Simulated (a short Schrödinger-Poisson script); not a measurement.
Stack: single CdTe/Cd0.9Zn0.1Te quantum well.

| layer | material | thickness (nm) |
|---|---|---|
| 1 | Cd0.9Zn0.1Te | 20 |
| 2 | CdTe | 6 |
| 3 | Cd0.9Zn0.1Te | 20 |

Constants are typed, rounded textbook-type inputs, not results; the design itself was drawn at random and stands for no fabricated device. CdTe: direct gap (eV) 1.5, conduction-band edge (eV) 0, electron mass (mₑ) 0.096, heavy-hole mass 0.6, light-hole mass 0.12. Cd0.9Zn0.1Te: direct gap (eV) 1.56, conduction-band edge (eV) 0.048, electron mass (mₑ) 0.1, heavy-hole mass 0.6, light-hole mass 0.13.

The valence-band edge of each layer lies one gap below its conduction-band edge. The electron's potential energy rises along the stack by the applied field. Mesh 0.03 nm at interfaces.

Estimate e1 and hh1 for infinitely high walls at zero field, and compare with the finite well.

ħ²π²/(2mL²) gives 108.8 meV for the electron and 17.4 meV for the heavy hole. The finite well gives 25.0 and 5.2 meV, 0.23 and 0.30 of the estimates, as the states reach into the barriers (30 % of e1 lies outside the well).

Solved with a short Schrödinger-Poisson script written for these runs: one-band effective-mass equation with BenDaniel-Duke matching, electrons, heavy and light holes apart, hard walls at the outer ends, one valence edge for both holes (no strain splitting), no charge, excitons, band mixing or non-parabolicity; under a field the levels are quasi-bound states of a box, listed while three quarters of their weight lies within 4 nm of the wells.
